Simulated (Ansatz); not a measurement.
Consider the following.

```
AuBe5
1.0
    0.00000     3.03673     3.03673
    3.03673     0.00000     3.03673
    3.03673     3.03673     0.00000
Be Au
5 1
Direct
  0.62472   0.62472   0.12584
  0.62472   0.12584   0.62472
  0.62472   0.62472   0.62472
  0.12584   0.62472   0.62472
  0.25000   0.25000   0.25000
  0.00000   0.00000   0.00000
```

The numbers are results of PBEsol, DFPT electron-phonon coupling, linearised Boltzmann equation (plane waves, PAW, scalar-relativistic; Ansatz, an electronic-structure program), not measurements. Geometry: relaxed with this functional, without spin-orbit coupling.

Task: What phonon-limited resistivity does this give at 300 K?

Result: 15.2 μΩ·cm.

Task: How long is the mean free path there?

Result: 9.3 nm, weighted by the current that each state carries. Wires not much wider than this gain resistivity from their walls.

A metal at this level (no band gap). Only scattering by harmonic phonons is included (no impurities, grain boundaries, electron-electron scattering or thermal expansion). Spin-orbit coupling is left out, which matters with elements this heavy. Halving the electron mesh (24x24x24) moves the resistivity by up to 3 % at 300 K, the mean free path by up to 2 %. Smearing 0.20 eV; phonons on a 4x4x4 q mesh, which this run doesn't test.

Formula and space group known from diffraction (Crystallography Open Database), not checked to be the room-temperature form: Be5Au (F-43m).
